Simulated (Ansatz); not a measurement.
Base system: InP in the zinc blende structure (space group F-43m, No. 216).

```xyz
2
Lattice="0.0000 2.9394 2.9394 2.9394 0.0000 2.9394 2.9394 2.9394 0.0000" Properties=species:S:1:pos:R:3 pbc="T T T"
P      4.4091     4.4091     4.4091
In     0.0000     0.0000     0.0000
```

Cartesian axes are those of the cell as printed.

Method: Ansatz (a quantum-chemistry and plane-wave program), PBEsol, PAW, cutoff 420 eV, no SOC, earlier PAW set.

It is then changed as follows: uniaxial stress, 3 GPa tension along z; all other stress components relax to zero.

### Question
What happens to the mean lateral Poisson ratio?

### Answer
The mean lateral Poisson ratio is 0.34.

Load acts through the strain it causes; cell and atoms are relaxed under it. Beyond what the load breaks, stability against distortions was not tested.
